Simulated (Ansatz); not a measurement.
**AlNi, response to strain**

The reference is AlNi in the CsCl type structure (space group Pm-3m, No. 221; a = 2.893 Å; not spin-polarised; relaxed with 0.1 eV smearing).

Strains are applied to the cell and any free atomic positions relax.

All numbers come from PBE/PAW in Ansatz (a program for electronic structure), no SOC, earlier PAW set.

```csv
isotropic strain (%),pressure (GPa)
-1.48,7.8
0,0.0
0.64,?
3.92,-14.2
4.98,-16.8
```

Problem. Fit P = P₀ − Bδ + Cδ² with δ = (1 + ε)³ − 1 to the rows shown and predict the withheld row.

Solution. Least squares on the printed values gives P₀ = 0.1 GPa, B = 159 GPa, C = 329 GPa (largest residual 0.2 GPa); this predicts -2.8 GPa, and the run gives -2.9 GPa, in agreement.

No phonon test of stability was made. Seeded moments were not kept for the base. All final runs are without spin polarisation.
